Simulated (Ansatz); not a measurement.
Take GaSb in the zinc blende structure (space group F-43m, No. 216) as the base.

```cif
data_GaSb
_chemical_formula_sum 'Ga1 Sb1'
_space_group_name_H-M_alt 'P 1'
_space_group_IT_number 1
_cell_length_a 4.33624
_cell_length_b 4.33624
_cell_length_c 4.33624
_cell_angle_alpha 60.000
_cell_angle_beta 60.000
_cell_angle_gamma 60.000
loop_
_space_group_symop_operation_xyz
  'x, y, z'
loop_
_atom_site_label
_atom_site_type_symbol
_atom_site_fract_x
_atom_site_fract_y
_atom_site_fract_z
_atom_site_occupancy
Ga1 Ga 0.00000 0.00000 0.00000 1
Sb1 Sb 0.25000 0.25000 0.25000 1
```

All numbers come from Kohn–Sham DFT with the r2SCAN functional, run in Ansatz (a program for electronic structure) with PAW and 500 eV plane waves, without spin-orbit coupling.

Strains are applied to the cell and any free atomic positions relax.

One change was made to it. Results:

| quantity | base | after |
|---|---|---|
| band gap | 0.41 eV | 0.53 eV |
| hole mass (degenerate bands, along [100]) | 0.023, 0.26, 0.26 mₑ (at Γ) | 0.028, 0.26, 0.26 mₑ (at Γ) |
| energy relative to the base (free energy F) | 0 meV/atom | +1.1 meV/atom |
| electron mass | 0.023 mₑ (at Γ) | 0.029 mₑ (at Γ) |

Task: Name the change that was made.
A. isotropic strain −2.00 %
B. isotropic strain −0.50 %
C. isotropic strain −1.00 %
D. isotropic strain −3.00 %
E. isotropic strain −2.50 %

Result: B, isotropic strain −0.50 %. For comparison, the band gap in the other runs: isotropic strain −1.00 % gives 0.64 eV; isotropic strain −3.00 % gives 0.90 eV; isotropic strain −2.00 % gives 0.83 eV; isotropic strain −2.50 % gives 0.86 eV.

With Sb present, leaving out spin-orbit coupling can change the band edges. Masses are band curvatures over ±0.01 Å⁻¹ around the edge. Stability against distortions was not tested.
